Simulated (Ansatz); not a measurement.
Base system: WSi₂ (space group I4/mmm, No. 139; a = 3.185 Å, c = 7.773 Å; relaxed with 0.1 eV smearing). Axes: x, y, z lie along a, b, c of the conventional cell.

Calculations: Ansatz (an electronic-structure program) LDA, without spin-orbit coupling.

Strains are applied to the cell and any free atomic positions relax.

One change was made to it. Results:

```json
[
 {"quantity": "energy relative to the base (free energy F)", "base": "0 meV/atom", "after": "+4.3 meV/atom"},
 {"quantity": "shortest interatomic distance", "base": "2.571 Å", "after": "2.574 Å"}
]
```

Q: Which of these changes matches the shifts?
(A) uniaxial strain ε_xx = −1.50 %
(B) uniaxial strain ε_xx = −2.50 %
(C) uniaxial strain ε_xx = +0.50 %
(D) uniaxial strain ε_xx = +2.00 %

A: A, uniaxial strain ε_xx = −1.50 %. For comparison, the energy relative to the base in the other runs: uniaxial strain ε_xx = +2.00 % gives +7.1 meV/atom; uniaxial strain ε_xx = +0.50 % gives +0.5 meV/atom; uniaxial strain ε_xx = −2.50 % gives +12 meV/atom.

Whether these cells are dynamically stable was not tested. The final runs are not spin-polarised.
